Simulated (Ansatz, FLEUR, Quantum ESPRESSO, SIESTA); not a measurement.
One structure in several programs: MoN₂ (C2/m, 6 atoms in the cell)

Self-consistent single point.

```
MoN2
1.0
    5.36041    -1.86751     0.00000
    5.36041     1.86751     0.00000
   -1.58449     0.00000     3.87010
Mo N
2 4
Direct
  0.38315   0.38315   0.69216
  0.61685   0.61685   0.30784
  0.16660   0.16660   0.44347
  0.83340   0.83340   0.55653
  0.41500   0.41500   0.15509
  0.58500   0.58500   0.84491
```

Shared settings, as Ansatz (a first-principles code) writes them: kpoints.mp_grid.grid = 4 4 4; scf.occupations.method = fermi_dirac; scf.occupations.width = 0.1 eV. Potentials and cutoffs stand in the table.

```tsv
code	model	pressure (GPa)	largest force (eV/Å)	cutoff
Ansatz	PBEsol, PAW files made with PBE	-9.24	0.506	default
SIESTA	GGA PBEsol, numerical atomic orbitals DZP, PseudoDojo PBEsol standard norm-conserving potentials (rewritten from UPF to PSML)	-4.10	0.193	grid 400 Ry
Quantum ESPRESSO	PBEsol, GBRV 1.5 ultrasoft (PBESOL) pseudopotentials	-9.20	0.501	40 Ry
FLEUR	PBEsol, all-electron FLAPW (FLEUR), scalar-relativistic valence	–	0.564	Kmax 4.7 1/bohr
```

Size of the force on each atom (eV/Å): Sizes of forces hide their directions.

| code | Mo1 | Mo2 | N3 | N4 | N5 | N6 |
|---|---|---|---|---|---|---|
| Ansatz | 0.234 | 0.234 | 0.298 | 0.298 | 0.506 | 0.506 |
| SIESTA | 0.084 | 0.084 | 0.193 | 0.193 | 0.145 | 0.145 |
| Quantum ESPRESSO | 0.202 | 0.202 | 0.306 | 0.306 | 0.501 | 0.501 |
| FLEUR | 0.227 | 0.227 | 0.323 | 0.323 | 0.564 | 0.564 |

A dash marks a value that a program does not give, or that is left out as unsure.

On Ansatz's run: spin polarisation is off.

The spread over the programs that give each value: pressure within 5.14 GPa; largest force within 0.371 eV/Å.

SIESTA uses small atom-centred bases, whose incompleteness enters pressures, forces and empty levels differently from a plane-wave cutoff. FLEUR treats all electrons, but the usual bases taken here (sphere radii, linearisation, local orbitals, empty states) were not tested for convergence, so the values are no reference for the others. Ansatz's pressure is given at a fixed set of plane waves, as the other plane-wave codes print theirs; with its correction for the finite basis it is -8.96 GPa (the shift of 0.28 GPa shows how far the cutoff is from converged). In the pressure, SIESTA (by 5.12) lies more than 1 GPa from the median of the plane-wave programs. In the force vectors, SIESTA (by 0.640) lies more than 0.08 eV/Å from the median of the plane-wave programs.

On the base mesh (6 6 6) the same programs gave: Ansatz pressure -9.34 GPa; Quantum ESPRESSO pressure -9.30 GPa; SIESTA pressure -4.24 GPa.

The starting cell comes from a database of computed structures (which also holds hypothetical and non-ambient phases and stackings), without a prior relaxation at this level. Its lattice was rescaled by a random factor within 2.5 % of one.

Keys are those of Ansatz 0.2.
